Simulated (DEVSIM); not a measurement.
System: Schottky contact on n-type Si, at 300 K.

```tsv
layer (left to right)	material	thickness (μm)	Nd (cm⁻³)	τn (s)	τp (s)
1	Si	2.00	1e15	3.8e-7	3.8e-7
```

Left contact: Schottky, work function 4.78 eV, emission velocity 7.7e6 cm/s. Right contact: ohmic. Voltage is applied to the left contact. Recombination: SRH at mid-gap, radiative. Gap narrowing is on: ΔEg = 6.92 meV × (l + √(l² + 0.5)), l = ln(N/1.3e17 cm⁻³), shared equally by both band edges. Mobility is μmin + (μ − μmin)/(1 + (N/Nref)^α).

This is a model device: material constants are rounded textbook-type values typed into the input, and sizes, dopings and lifetimes were drawn at random. Values at 300 K; Nc and Nv go as T^1.5, mobilities as T to minus their exponent, the gap by Varshni's rule with the affinity fixed.

```csv
parameter,Si
gap (eV),1.124
affinity (eV),4.05
permittivity,11.7
Nc (cm⁻³),2.86e19
Nv (cm⁻³),3.1e19
μn (cm²/Vs),1417
μp (cm²/Vs),470
"μn,min",52
"μp,min",45
"Nref,n",9.7e16
"Nref,p",2.2e17
αn,0.68
αp,0.72
T exponent of μn,2.3
T exponent of μp,2.2
B (cm³/s),4.7e-15
Varshni α (eV/K),0.000473
Varshni β (K),636
```

DEVSIM, 1D drift-diffusion, Boltzmann statistics, complete ionisation; no tunnelling, impact ionisation, image-force lowering or self-heating. Metal contacts follow the ideal Schottky-Mott rule: no Fermi-level pinning, no interface dipoles.

The temperature was swept, all else fixed.

| temperature (K) | dark forward voltage at 100 A/cm² (V) | largest field in the device at zero bias (V/cm) | potential step across the device at zero bias (V) |
|---|---|---|---|
| 250 | 0.541 | 12000 | 0.515 |
| 300 | 0.520 | 12000 | 0.465 |
| 350 | 0.499 | 11000 | 0.413 |
| 400 | 0.452 | 11000 | 0.361 |
| 450 | 0.375 | 13000 | 0.308 |
| 500 | ___ | ___ | 0.258 |

Problem. Fill in the missing entries.

Solution. 
- 500, dark forward voltage at 100 A/cm² (V): 0.286
- 500, largest field in the device at zero bias (V/cm): 21000
